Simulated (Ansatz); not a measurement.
## Worked example: self-consistent single point of LaPb3 (P4mm, 4 atoms in the cell) in Ansatz

Method: LDA (PW92), default PAW files made with PBE (plane waves; Ansatz, an electronic-structure program).

This input was run:

Ansatz 0.2 input:
```yaml
# LaPb3
crystal:
  lattice:
    - [4.93347500, 0.00000000, 0.00000000]
    - [0.00000000, 4.93347500, 0.00000000]
    - [0.00000000, 0.00000000, 4.93347500]
  atoms:
    - { symbol: La, position: [0.00000000, 0.00000000, 0.01013500] }
    - { symbol: Pb, position: [0.00000000, 0.50000000, 0.50000000] }
    - { symbol: Pb, position: [0.50000000, 0.00000000, 0.50000000] }
    - { symbol: Pb, position: [0.50000000, 0.50000000, 0.00000000] }
basis:
  ecutwfc: 420.0 eV
kpoints:
  mp_grid:
    grid: [7, 7, 7]
hamiltonian:
  xc: lda
  pseudopotentials:
    kind: paw
scf:
  occupations:
    method: gaussian
    width: 0.1 eV
output:
  forces: true
  eigenvalues: true
  stress: true
```

Log, with long lists cut:

```
WARN ansatz: RAYON_NUM_THREADS=1 ignored (pool sized by the plan → 1); use --threads N
Pseudopotentials: kind: paw
Pseudopotential: La, paw, valence charge 11
Pseudopotential: Pb, paw, valence charge 14
Crystal: 4 atoms, lattice volume = 120.077 Å³
Basis set: ecut = 420 eV, 2325 PW (Γ)
Bands: 32, of which v1, the nominal top of the filled ones, is band 27 counted from 1 (26 counted from 0)
Symmetry: 8 space group operations
Space group: P4mm (ITA 99), of the structure as read, at distance tolerance 4.9e-5 Å
k-points: 40 of 343 (time reversal used)
PAW frozen core: La, regenerated for the run's functional, and the local potential with it
PAW frozen core: Pb, regenerated for the run's functional, and the local potential with it
Initial density: superposition of atomic densities (neutral atoms: chi_scale 0, normalization atom), corrected by the library's trained network
Initial wavefunctions: pseudopotential atomic-orbital guess
Eigensolver: davidson
Functional: x = slater, c = lda
SCF iter   1: F=—  HF=-40885.200008 eV  |F-HF|=—  |Δ(HF+E_count)|=         —  Δρ=5.86e-3  dr2=6.37e-2  ethr=1.77e-3  ⟨swp⟩=5.7  Hψ=5111  notcnv=0
all-band conjugate gradients solve this SCF's bands
preconditioner: auto → Kerker (q_TF=auto, 2.381 Å⁻¹)
SCF iter   2: F=—  HF=-40885.192425 eV  |F-HF|=—  |Δ(HF+E_count)|=   7.58e-3  Δρ=3.20e-3  dr2=2.17e-2  ethr=1.20e-4  ⟨swp⟩=2.1  Hψ=1909  notcnv=0  defer=12
preconditioner: auto → Resta (q_TF=auto, 2.381 Å⁻¹)
SCF iter   3: F=—  HF=-40885.186341 eV  |F-HF|=—  |Δ(HF+E_count)|=   6.08e-3  Δρ=3.68e-4  dr2=5.23e-4  ethr=4.09e-5  ⟨swp⟩=2.0  Hψ=1864  notcnv=0  defer=12
SCF iter   4: F=—  HF=-40885.186286 eV  |F-HF|=—  |Δ(HF+E_count)|=   5.48e-5  Δρ=1.58e-4  dr2=6.86e-5  ethr=9.87e-7  ⟨swp⟩=2.6  Hψ=2153  notcnv=0  defer=12
SCF iter   5: F=—  HF=-40885.186269 eV  |F-HF|=—  |Δ(HF+E_count)|=   1.73e-5  Δρ=5.29e-5  dr2=4.07e-6  ethr=1.30e-7  ⟨swp⟩=2.0  Hψ=2348  notcnv=0  defer=25
SCF iter   6: F=—  HF=-40885.186269 eV  |F-HF|=—  |Δ(HF+E_count)|=   3.85e-7  Δρ=1.18e-5  dr2=2.06e-7  ethr=7.68e-9  ⟨swp⟩=2.1  Hψ=2265  notcnv=0  defer=26
SCF iter   7: F=-40885.186269 eV  HF=-40885.186269 eV  |F-HF|=2.92e-9  |Δ(HF+E_count)|=   2.61e-8  Δρ=3.60e-6  dr2=1.09e-8  ethr=1.89e-10  ⟨swp⟩=10.0  Hψ=6404  notcnv=0
SCF 1 converged in 7 iterations: F = -40885.186269 eV  dr2 = 1.09e-8
SCF converged after 7 iterations
Free energy (F): -40885.186269 eV
Harris-Foulkes:  -40885.186269 eV  (|F-HF|=2.92e-9)
Internal energy: -40885.179353 eV  (E = F + TS)
E sigma→0 (E₀):  -40885.182811 eV
Entropy (-TS):   -0.006915 eV (-1.729 meV/atom)
Fermi energy:    11.550509 eV
--- Per-component energies (eV) ---
  E_band       = -123.033425
  E_kinetic    = 1064.492461
  E_local      = -3360.432248  (includes V_loc(G=0)·N_el)
  E_nonlocal   = 1161.055892
  E_hartree    = 1322.898019
  E_xc         = -795.745218
  E_vxc        = -548.301123  (∫ρ·V_xc dr)
  E_paw        = -35556.817318  (= ΣΔE_a)
  E_vpaw       = -1085.644373  (= ΣTr[D̂ρ^β])
  E_aug_tail   = 0.000142  (compensation charges beyond the density's cutoff)
  E_ewald      = -4720.720659
  E_core_change = 0.089576  (= ΣΔE_core)
  E_smearing   = -0.006915  (= −TS)
  E_closure    = -0.000000  (closes the sum)
  Σ components = -40885.186269   (vs F -40885.186269, Δ=0.00e0)
--- Forces (eV/Å), atoms counted from 1 ---
  atom   1  La     0.00000000     0.00000000    -0.21864522
  atom   2  Pb     0.00000000     0.00000000     0.11396528
  atom   3  Pb     0.00000000     0.00000000     0.11396528
  atom   4  Pb     0.00000000     0.00000000    -0.00928547
  max |Σ_I F_I| component: 1.40e-7 eV/Å
--- Stress (GPa, compression-positive) ---
       -3.291238       0.000000       0.000000
        0.000000      -3.291238       0.000000
        0.000000       0.000000      -3.286307
  P = ⅓ Tr σ = -3.2896 GPa (-32.896 kbar)
  The stress holds the Pulay correction. Without it, at fixed plane waves, as pw.x and ABINIT print it: P = -3.3046 GPa
--- Band table (eV; the first three rows and the last of 40) ---
  k-point 0: bands = ["-21.5031", "-5.3869", "-5.3869", "-5.3851", "-5.3686", "-5.2442", "-5.2307", "-5.2024", "-5.2024", "-5.1756", "-5.1507", "-5.1340", "-5.1340", "-5.0919", "-5.0893", "-4.9648", "-4.9499", "-4.9496", "-4.9496", "0.4872", [...]
  k-point 1: bands = ["-21.5025", "-5.4115", "-5.4050", "-5.4050", "-5.3815", "-5.2771", "-5.2771", "-5.2705", "-5.2182", "-5.1545", "-5.1543", "-5.0916", "-5.0593", "-5.0240", "-5.0240", "-4.9751", "-4.9629", "-4.9629", "-4.9499", "0.6350", [...]
  k-point 2: bands = ["-21.5013", "-5.5122", "-5.4795", "-5.4795", "-5.3730", "-5.2638", "-5.2638", "-5.2556", "-5.1848", "-5.1628", "-5.1543", "-5.0912", "-5.0344", "-5.0344", "-5.0134", "-5.0032", "-4.9499", "-4.8825", "-4.8825", "1.0525", [...]
  k-point 39: bands = ["-21.4966", "-5.4247", "-5.3054", "-5.3037", "-5.2958", "-5.2807", "-5.2798", "-5.2477", "-5.2476", "-5.2357", "-5.1803", "-5.1230", "-5.1230", "-5.0741", "-5.0722", "-5.0416", "-4.9749", "-4.9748", "-4.9703", "2.9607", [...]
```

The run converged in 7 iterations.

The starting cell comes from a database of computed structures (which also holds hypothetical and non-ambient phases and stackings), without a prior relaxation at this level. Its lattice was rescaled by up to half a per cent. One atom was moved a little off its site on purpose. Spin-orbit coupling is off. With a pressure of about -3 GPa the cell is away from its equilibrium volume at this level. Ansatz's pressure includes its estimate of the finite-basis (Pulay) stress.
